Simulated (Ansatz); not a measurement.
# Ta (Fm-3m, No. 225, 1 atom in the cell; start COD 1534932; another form than the element's usual one)

Method: r²SCAN+rVV10 in Ansatz (PAW).

Settings: plane-wave cutoff 560 eV, 22×22×22 k mesh, Fermi–Dirac smearing 0.05 eV, scalar-relativistic PAW data made under PBE.

Cell (relaxed at this level):

```cif
data_Ta4
_chemical_formula_sum 'Ta4'
_space_group_name_H-M_alt 'Fm-3m'
_space_group_IT_number 225
_space_group_name_Hall '-F 4 2 3'
_cell_length_a 4.19567
_cell_length_b 4.19567
_cell_length_c 4.19567
_cell_angle_alpha 90.000
_cell_angle_beta 90.000
_cell_angle_gamma 90.000
loop_
_atom_site_label
_atom_site_type_symbol
_atom_site_symmetry_multiplicity
_atom_site_Wyckoff_symbol
_atom_site_fract_x
_atom_site_fract_y
_atom_site_fract_z
_atom_site_occupancy
Ta1 Ta 4 a 0.00000 0.00000 0.00000 1
```
(The calculation used a cell of 1 atom; values per cell refer to that cell.)

```
Quantity          Value
--------  -------------
band gap  zero (no gap)
```

Note: the relaxation could not lower the start's symmetry, so the cell can be a saddle point above a distorted one.

Spin–orbit coupling is not included.

Static lattice: no zero-point or thermal effects.

Computing time: roughly 30 core-seconds.

Ansatz is a quantum-chemistry and plane-wave program.
